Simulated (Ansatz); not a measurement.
# BeTe (model structure, started from the cinnabar type, P6₂22, No. 180, 6 atoms in the cell): volume per atom by level of theory

No measured value is used here.

| level (code) | value (Å³/atom) |
|---|---|
| PBE (Ansatz) | [?] |
| PBEsol (Ansatz) | 20.25 |
| PBE-D3(BJ) (Ansatz) | 20.00 |

### Question
Some entries are withheld; supply them.

### Answer

- PBE (Ansatz, an electronic-structure program), value (Å³/atom): 20.93

Ansatz's density-functional and Hartree–Fock values are scalar-relativistic unless marked +SOC, with PAW data made under PBE.

A model structure was made by putting elements into a prototype or built by hand; it is no filed structure, need not be a known phase, and can be a saddle point held by its symmetry.
